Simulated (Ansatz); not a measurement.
Results of r²SCAN (PAW; Ansatz, a first-principles code) for rock-salt NdN.

Settings: plane-wave cutoff 560 eV, 18×18×18 k mesh, Fermi–Dirac smearing 0.05 eV, spin-polarised with parallel moments, scalar-relativistic PAW data made under PBE.

Energies at three volumes about the minimum:

```csv
V (Å³/atom),E − E_lowest (meV/atom)
16.352,3.02
16.686,0.00
17.020,2.77
```

**Question.** Fit a parabola by hand: where is the minimum, and what is the bulk modulus?

**Answer.** Slopes: (0.00 − 3.02)/(16.686 − 16.352) = -9.042 and (2.77 − 0.00)/(17.020 − 16.686) = 8.293 meV/Å³. Curvature E″ = 2 × (8.293 − (-9.042))/(17.020 − 16.352) = 51.901 meV/Å⁶. From the middle of the first interval, the slope vanishes at V0 = 16.5190 − (-9.042)/51.901 = 16.693 Å³/atom. B = V0 E″ = 16.693 × 51.901 meV/Å³ × 0.1602 GPa per meV/Å³ = 139 GPa. The full Birch–Murnaghan fit to all volumes gives V0 = 16.688 Å³/atom and B0 = 139 GPa.

Measured, for comparison: equilibrium volume per atom 16.89 Å³/atom (temperature not stated, no zero-point or thermal correction, from a published cell, temperature and pressure not stated; as tabulated in Monatshefte fuer Chemie und verwandte Teile anderer Wissenschaften 111, 945 (1980)). Computed less measured: equilibrium volume per atom -1.2 %. A static lattice is as a rule a little smaller and stiffer than an uncorrected measurement, which can account for part of this in the equilibrium volume per atom.

Note: the magnetic order was assumed, not searched for or taken from measurement; the 4f shell is treated without U or exact exchange, so its levels and filling can be wrong.
